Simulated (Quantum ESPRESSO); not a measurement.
Worked example: self-consistent single point of Hf₂SiH (P1, 8 atoms in the cell) in Quantum ESPRESSO.

Method of the run: LDA (PW92), PseudoDojo standard norm-conserving (LDA) pseudopotentials (plane waves; Quantum ESPRESSO 7.5).

```
Hf2SiH
1.0
   -3.24859     3.24859     2.70051
    3.24859    -3.24859     2.70051
    3.24859     3.24859    -2.70051
Hf Si H
4 2 2
Cartesian
  4.33076   1.06767   0.00264
 -1.09285   2.12291   2.77560
  2.17213   1.06214   2.71322
  1.12379   2.21009  -0.01335
  0.03403   0.03531   1.32545
 -0.02777   0.00014   4.03247
 -0.00088   3.30171   1.33162
  3.20657  -0.05419   1.33490
```

Reference input (self-consistent single point, DFT, LDA (PW92), plane waves, PseudoDojo standard norm-conserving (LDA) pseudopotentials): ecutwfc = 75 Ry; occupations = smearing; smearing = gauss; degauss = 0.0147 Ry; potentials = {Hf: Hf.upf, Si: Si.upf, H: H.upf}; K_POINTS = automatic 4 4 4 0 0 0; conv_thr = 1e-11 Ry. This run's input differs from it in these lines:

```diff
@@ -15,3 +15,3 @@
   smearing = 'gauss',
-  degauss = 0.0147,
+  degauss = 0.058799,
 /
```

Log, with long lists cut:

```
     Self-consistent Calculation

     iteration #  1     ecut=    75.00 Ry     beta= 0.70

     Threshold (ethr) on eigenvalues was too large:
     Diagonalizing with lowered threshold

     total energy              =    -471.36029056 Ry
     estimated scf accuracy    <       0.22435835 Ry

     iteration #  2     ecut=    75.00 Ry     beta= 0.70

     total energy              =    -471.40981924 Ry
     estimated scf accuracy    <       0.03336378 Ry

     iteration #  3     ecut=    75.00 Ry     beta= 0.70

     total energy              =    -471.41769427 Ry
     estimated scf accuracy    <       0.00398582 Ry

   [... 9 blocks of this kind left out ...]

     iteration # 13     ecut=    75.00 Ry     beta= 0.70

     total energy              =    -471.41893560 Ry
     estimated scf accuracy    <          5.3E-11 Ry

     iteration # 14     ecut=    75.00 Ry     beta= 0.70
     End of self-consistent calculation

     the Fermi energy is    13.9817 ev

!    total energy              =    -471.41893560 Ry
     estimated scf accuracy    <          7.7E-12 Ry
     smearing contrib. (-TS)   =      -0.07751066 Ry
     internal energy E=F+TS    =    -471.34142495 Ry

     convergence has been achieved in  14 iterations

     Forces acting on atoms (cartesian axes, Ry/au):

     atom    1 type  1   force =    -0.01364949   -0.00350480    0.00947330
     atom    2 type  1   force =     0.01017726    0.02450500   -0.04328473
     atom    3 type  1   force =     0.00649837    0.00417651   -0.00514417
     atom    4 type  1   force =    -0.02481084   -0.00659352    0.00345674
     atom    5 type  2   force =    -0.01089586   -0.00831465    0.00364448
   [... lines left out ...]

     Total force =     0.072422     Total SCF correction =     0.000006

          total   stress  (Ry/bohr**3)                   (kbar)     P=      -59.83
  -0.00036171  -0.00002019   0.00003736          -53.21       -2.97        5.50
  -0.00002019  -0.00042857   0.00000368           -2.97      -63.04        0.54
   0.00003736   0.00000368  -0.00042988            5.50        0.54      -63.24

   JOB DONE.
```

The run converged in 14 iterations. Against the reference run the free energy goes down by 63.4 meV/atom, the pressure goes from -6.52 to -5.98 GPa and the largest force goes from 1.347 to 1.305 eV/Å.

The starting cell comes from a database of computed structures (which also holds hypothetical and non-ambient phases and stackings), without a prior relaxation at this level. Its atoms were displaced at random from the sites of space group no. 140. With a pressure of about -6 GPa the cell is away from its equilibrium volume at this level. Forces in this geometry exceed 1 eV/Å.

Cost on one core of a shared machine: roughly 6 min.
